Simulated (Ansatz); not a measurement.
SiC, point defects

The parent structure is a 16-atom supercell of SiC in the zinc blende structure (space group F-43m, No. 216; a = 4.380 Å) at its relaxed geometry.

One neutral defect a cell, atoms relaxed at fixed cell.

Level of theory: Kohn–Sham DFT with the PBE functional, run in Ansatz (an electronic-structure program) with PAW and 420 eV plane waves, no SOC.

| case | largest displacement of a host atom from its site in the perfect cell | pressure |
|---|---|---|
| perfect supercell | – | 0.0 GPa |
| Al on a Si site, symmetric start | 0.07 Å | 4.4 GPa |
| Si vacancy, symmetric start | 0.17 Å | 1.3 GPa |
| C on a Si site (antisite) | 0.14 Å | -11.2 GPa |
| Si interstitial (started 1.79 Å from the nearest host atom), symmetric start | 0.14 Å | 14.4 GPa |

The magnetic state is the one reached from the starting moments; the real material's order can differ, and small cells can't hold many antiferromagnetic ones. The cell is small, so the values are those of an ordered compound at a high defect concentration; dilute-limit values will differ. The mesh was chosen for an insulator and is coarse for the gapless case. Defects with a symmetric start kept the site's symmetry and may sit on a saddle; the others started slightly shaken. Starting moments died away, wholly or in part, for Al on a Si site, C on a Si site (antisite) and Si interstitial (started 1.79 Å from the nearest host atom); another magnetic solution may exist.
